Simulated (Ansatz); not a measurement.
## CoGa (Pm-3m): band-structure transport figures

Consider the following.

```yaml
crystal:
  lattice:
    - [2.83983, 0.00000, 0.00000]
    - [0.00000, 2.83983, 0.00000]
    - [0.00000, 0.00000, 2.83983]
  atoms:
    - { symbol: Ga, position: [0.50000, 0.50000, 0.50000] }
    - { symbol: Co, position: [0.00000, 0.00000, 0.00000] }
```

These are PBEsol, rigid bands (plane waves, PAW, scalar-relativistic; Ansatz, a first-principles code) values and carry that method's errors. How the cell was made: cell and atoms relaxed with PBEsol.

density of states at the Fermi level: 1.13 states/(eV·cell), both spins
bare Sommerfeld coefficient: 1.33 mJ/(mol of atoms·K²)
Drude plasma energy: 4.3 eV
root-mean-square Fermi velocity: 3.8e5 m/s
resistivity times τ: 27 ×10⁻²² Ω·m·s

A metal at this level (no band gap); rigid bands, thermally averaged at 300 K, both spins. Spin-orbit coupling is left out. τ is one relaxation time for all states.

Formula and space group known from diffraction (Crystallography Open Database), not checked to be the room-temperature form: CoGa (Pm-3m). Treated as nonmagnetic (a ferromagnetic start lost its moment, other orders weren't tried): CoGa (Pm-3m).
